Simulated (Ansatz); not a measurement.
GaCuSe2: biaxial strain +0.67 %, plane normal [001], relaxed out of plane

Consider GaCuSe2 in the chalcopyrite structure (space group I-42d, No. 122; a = 5.608 Å, c = 11.098 Å). Axes: x, y, z lie along a, b, c of the conventional cell.

Modification: tensile biaxial strain of 0.67 % in the plane normal to [001], as in epitaxy on a mismatched substrate; the out-of-plane cell vector and the atoms relax.

The values are results of Ansatz (a first-principles code), r2SCAN, PAW, cutoff 500 eV, no spin-orbit coupling, not measurements. Γ-centred 8×8×8 mesh, Fermi–Dirac width 0.05 eV.

```csv
quantity,base,changed,shift
space group,I-42d (No. 122),I-42d (No. 122),–
shortest interatomic distance,2.408 Å,2.414 Å,+0.006 Å
energy relative to the base (free energy F),0 meV/atom,+0.5 meV/atom,+0.5 meV/atom
"pressure (mean of the normal stresses, compression positive)",0.0 kbar,-3.8 kbar,-3.8 kbar
band gap,0.57 eV,0.53 eV,-0.030 eV
gap character,direct at Γ,direct at Γ,–
width of the top valence band,0.93 eV,0.94 eV,+0.01 eV
electron mass,"0.071 mₑ along c, 0.079 mₑ across (at Γ)","0.069 mₑ out of plane, 0.079 mₑ in plane (at Γ)",–
hole mass,"0.083 mₑ along c, 0.68 mₑ across (at Γ)","0.080 mₑ out of plane, 0.69 mₑ in plane (at Γ)",–
"valence-band top at Γ (three highest levels, from the VBM)","0.00, -0.11, -0.11 eV","0.00, -0.14, -0.14 eV",–
out-of-plane strain,–,-0.78 %,–
mean in-plane stress (compression positive),–,-0.6 GPa,–
```

Final structure (turned so that z lies along the plane normal):

```
CELL_PARAMETERS angstrom
      5.64585     0.00000     0.00000
      0.00000     5.64585     0.00000
      2.82293    -2.82293     5.50550
ATOMIC_POSITIONS crystal
  Cu 0.25000 0.25000 0.50000
  Cu 0.00000 0.00000 0.00000
  Ga 0.75000 0.75000 0.50000
  Ga 0.50000 0.50000 0.00000
  Se 0.37183 0.62500 0.75000
  Se 0.87817 0.12500 0.75000
  Se 0.12500 0.37183 0.25000
  Se 0.62500 0.87817 0.25000
```

Effective masses come from finite differences of ±0.01 Å⁻¹. Whether these cells are dynamically stable was not tested. All final runs are without spin polarisation.
